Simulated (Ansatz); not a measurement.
Zr7N4O8 (P-1, No. 2, 19 atoms in the cell; start mp-35527), treated with PBEsol+SOC (plane waves, PAW; Ansatz, a first-principles code).

Numerical settings: plane-wave cutoff 520 eV, 6×6×6 k mesh, Fermi–Dirac smearing 0.01 eV, PAW data made under PBE.

Cell (relaxed with PBEsol):

Space group P-1 (No. 2); a = 6.1284 Å, b = 6.1884 Å, c = 6.3797 Å, α = 100.39°, β = 99.80°, γ = 99.25°

```tsv
atom	site	symmetry	x	y	z
Zr	2i	1	0.2812	0.1278	0.6192
Zr	1a	-1	0.0000	0.0000	0.0000
Zr	2i	1	0.1579	0.6152	0.3222
Zr	2i	1	0.6056	0.3228	0.1336
N	2i	1	0.0691	0.9255	0.3176
N	2i	1	0.4347	0.5934	0.1816
O	2i	1	0.3240	0.0792	0.9502
O	2i	1	0.5760	0.1697	0.4082
O	2i	1	0.9448	0.3281	0.1071
O	2i	1	0.1830	0.4295	0.5712
```

Problem. Give the computed band gap.

Solution. 
band gap: 2.63 eV (on the SCF k mesh)

Static lattice: no zero-point or thermal effects.

Computing time: around 23 core-minutes (rough).

A start named mp-… is a Materials Project structure, which need not be a measured phase.
